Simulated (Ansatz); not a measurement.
Cubic perovskite KMgF₃ was calculated with Hartree–Fock (Ansatz, a first-principles code, plane waves, PAW).

Run with plane-wave cutoff 460 eV, 6×6×6 k mesh, Fermi–Dirac smearing 0.01 eV, scalar-relativistic PAW data made under PBE.

The cell has the measured lattice parameters. Conventional cell: a = 3.9897 Å, b = 3.9897 Å, c = 3.9897 Å, α = 90.00°, β = 90.00°, γ = 90.00°.

```yaml
crystal:
  lattice:
    - [3.98970, 0.00000, 0.00000]
    - [0.00000, 3.98970, 0.00000]
    - [0.00000, 0.00000, 3.98970]
  atoms:
    - { symbol: K, position: [0.00000, 0.00000, 0.00000] }
    - { symbol: Mg, position: [0.50000, 0.50000, 0.50000] }
    - { symbol: F, position: [0.50000, 0.00000, 0.50000] }
    - { symbol: F, position: [0.00000, 0.50000, 0.50000] }
    - { symbol: F, position: [0.50000, 0.50000, 0.00000] }
```

Problem. List the 15 lowest band energies at Γ above −25 eV (eV, relative to the valence band maximum), grouping those that round alike.

Solution. At Γ: -8.95 (×3), -2.57 (×3), -0.76 (×3), -0.24 (×3), 19.79, 22.70 (×2).

Note: the run warned that its exchange threshold was loose for the stress; cell and atoms aren't relaxed at this level (pressure 0.7 GPa).
